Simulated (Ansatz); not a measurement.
This concerns the energy of the reaction as written. Reaction: C (graphite) + 2 Ti (hcp) + O2 (gas) → cell A. Negative: the products are lower in energy.

Cell A: a stack of composition Ti2CO2 on the in-plane vectors of Ti (hcp, P6₃/mmc) (0001), but not a cut of that crystal, 5 atoms, hexagonal cell of 2.89 Å (7.2 Å²), symmetry P-3m1 within 0.02 Å, 4.6 Å thick under 15 Å of vacuum, so it may be strained; planes from bottom to top: O | Ti | C | Ti | O; foreign atoms: C bound to 6 Ti at 2.13 Å; two times O bound to 3 Ti at 1.93 Å; a model cell; spin state with PBE: run without spin, k-point mesh 17×17×1.
```
CELL_PARAMETERS angstrom
      2.88702     0.00000     0.00000
      1.44351     2.50023     0.00000
      0.00000     0.00000    19.90004
ATOMIC_POSITIONS crystal
  C  0.00000 0.00000 0.50000
  Ti 0.33333 0.33333 0.56635
  Ti 0.66667 0.66667 0.43365
  O  0.66667 0.66667 0.61539
  O  0.33333 0.33333 0.38461
```

Reference: C (graphite, P6₃/mmc), 4 atoms in the cell, k-point mesh 18×18×6 on the run's own vectors. Conventional cell: a = 2.465 Å, b = 2.465 Å, c = 6.741 Å, α = 90.00°, β = 90.00°, γ = 120.00°.

Reference: Ti (hcp, P6₃/mmc), 2 atoms in the cell, the relaxed perfect crystal repeated, atoms not moved again; spin state with PBE: run without spin, k-point mesh 17×17×10 on the run's own vectors.

Reference: an isolated O2 molecule (triplet) in a box of 11 × 11 × 13 Å.

Computed with Ansatz (plane waves, PAW), its PAW set soft_1, cutoff 420 eV, 500 eV for r2SCAN. The structures are at rest with PBE+D3(BJ), within the held lattices; other levels are single points on them. Neutral cells; Fermi-Dirac smearing of at most 0.10 eV in the solids, energies taken to zero width. The lattices are those relaxed with PBE+D3(BJ) or held as stated, so at other levels the solids can be strained, which adds to the spread. A dispersion term (D3(BJ), or D4 for r2SCAN) was computed beside these levels and is taken off wherever the name lacks it. Space groups of crystals are read within 0.01 Å. Static lattices, no vibrational contributions. The structures are the rest points that the relaxations reached, not proven lowest. No correction for cell size. Cell A has symmetry P-3m1 within 0.02 Å and got no random move, so less symmetric positions, which may lie lower, weren't tried.

Problem. What value does r2SCAN+D4 give?

Solution. -10.98 eV, for C (graphite) + 2 Ti (hcp) + O2 (gas) → cell A.

Problem. How does the value move with the functional?

Solution. 
```
Level       value (eV)  less r2SCAN+D4
----------  ----------  --------------
PBE              -9.83            1.15
PBE+D3(BJ)       -9.67            1.31
r2SCAN          -10.88            0.10
```

The levels shown span 1.31 eV, from r2SCAN+D4 (-10.98) to PBE+D3(BJ) (-9.67).

Ansatz is an electronic-structure program.
